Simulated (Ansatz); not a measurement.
Structures of equal composition on the (0001) surface of hcp Ti: a layer of Ta in place of the second plane; a layer of Ta in place of the third plane. The slabs share one bottom face, and each structure is named by its start. These are constructed structures in small cells; real faces may alloy, dewet or reconstruct in larger ones, and not all known structures of the face are among them. Slabs of about 12 Å with all that they carry, Fermi-Dirac smearing of 0.1 eV. Bottom of the slabs: a bare face, its two planes held. Relaxed from the named starts with such symmetry as they have, on meshes of like density; energies extrapolated to zero smearing; no spin-orbit coupling, no U. Spin-polarised runs, if any, are marked in brackets, and their order is one that fits the cell; the others ran without spin.

Computed with PBE (plane waves to 420 eV, PAW; Ansatz, a quantum-chemistry and plane-wave program).

Q: Order them by energy per 1x1 cell (lowest first) at the level PBE.

A: a layer of Ta in place of the third plane (0.000 eV), a layer of Ta in place of the second plane (0.026 eV)
